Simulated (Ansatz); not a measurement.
**Spinel GeNi2O4**

The numbers are results of rVV10 in Ansatz (PAW), not measurements.

Run with plane-wave cutoff 520 eV, 12×12×12 k mesh, Fermi–Dirac smearing 0.05 eV, spin-polarised start, scalar-relativistic PAW data made under PBE.

Cell (relaxed at this level):

Space group Fd-3m, origin choice 1 (No. 227); a = b = c = 8.3529 Å, α = β = γ = 90.00°

```tsv
atom	site	symmetry	x	y	z
Ge	8b	-43m	0.5000	0.5000	0.5000
Ni	16c	.-3m	0.1250	0.1250	0.1250
O	32e	.3m	0.3739	0.3739	0.3739
```
(The calculation used a cell of 14 atoms; values per cell refer to that cell.)

bulk modulus: 183 GPa
band gap: 0.83 eV (on the SCF k mesh)
pressure derivative B′ of the bulk modulus: 4.6

Note: the magnetic order was assumed, not searched for or taken from measurement; the relaxation could not lower the start's symmetry, so the cell can be a saddle point above a distorted one.

Spin–orbit coupling is not included.

Static lattice: no zero-point or thermal effects.

Ansatz is an electronic-structure program.
